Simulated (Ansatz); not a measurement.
Start from BeS in the zinc blende structure (space group F-43m, No. 216).

```yaml
crystal:
  lattice:
    - [0.00000, 2.43799, 2.43799]
    - [2.43799, 0.00000, 2.43799]
    - [2.43799, 2.43799, 0.00000]
  atoms:
    - { symbol: S, position: [0.75000, 0.75000, 0.75000] }
    - { symbol: Be, position: [0.00000, 0.00000, 0.00000] }
```

Computed with PBE/PAW in Ansatz (a quantum-chemistry and plane-wave program), no spin-orbit coupling.

One change was made to it. Results:

| quantity | base | after |
|---|---|---|
| hole mass (degenerate bands, along [100]) | 0.34, 0.57, 0.57 mₑ (at Γ) | 0.34, 0.56, 0.56 mₑ (at Γ) |
| lattice parameter a | 4.876 Å | 4.851 Å |

Q: Which change produced these results?
(A) pressure 7.5 GPa
(B) pressure 5 GPa
(C) pressure 0.3 GPa
(D) pressure 1.5 GPa
(E) pressure 3 GPa

A: D, pressure 1.5 GPa. For comparison, the hole mass in the other runs: pressure 0.3 GPa gives 0.34, 0.57, 0.57 mₑ (at Γ); pressure 7.5 GPa gives 0.35, 0.53, 0.53 mₑ (at Γ); pressure 5 GPa gives 0.34, 0.54, 0.54 mₑ (at Γ); pressure 3 GPa gives 0.34, 0.55, 0.55 mₑ (at Γ).

The levels and masses belong to the bands next to the band gap. Load acts through the strain it causes; cell and atoms are relaxed under it. Masses are band curvatures over ±0.01 Å⁻¹ around the edge. No phonon test of stability was made. No other phases were tried under pressure.
